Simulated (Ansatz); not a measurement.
**AlRu: Al on a Ru site (antisite), symmetric start**

Base system: an 8-atom supercell of AlRu in the CsCl type structure (space group Pm-3m, No. 221; a = 3.004 Å) at its relaxed geometry.

One thing is altered: one Ru atom is replaced by Al, atoms relaxed at fixed cell.

Level of theory: PBE, PAW, 420 eV (Ansatz, a first-principles code; without spin-orbit coupling), earlier PAW set. Settings: 8×8×8 k-points, 0.05 eV Fermi–Dirac smearing.

```csv
quantity,base,changed,shift
pressure,0.1 GPa,4.0 GPa,+3.96 GPa
energy gained by relaxation,–,0.00 eV,–
mean distance from the defect site to its nearest host atoms,2.60 Å,2.60 Å,0.00 Å
```

Cost of the whole job for the changed cell (relaxation, final SCF and bands): around 12 core-seconds (rough).

In so small a cell the defect repeats every few ångströms: this is an ordered compound, not a dilute defect. The defect started on the symmetric site and kept its symmetry, so it may sit on a saddle. All final runs are without spin polarisation. The defect cell is not spin-polarised.
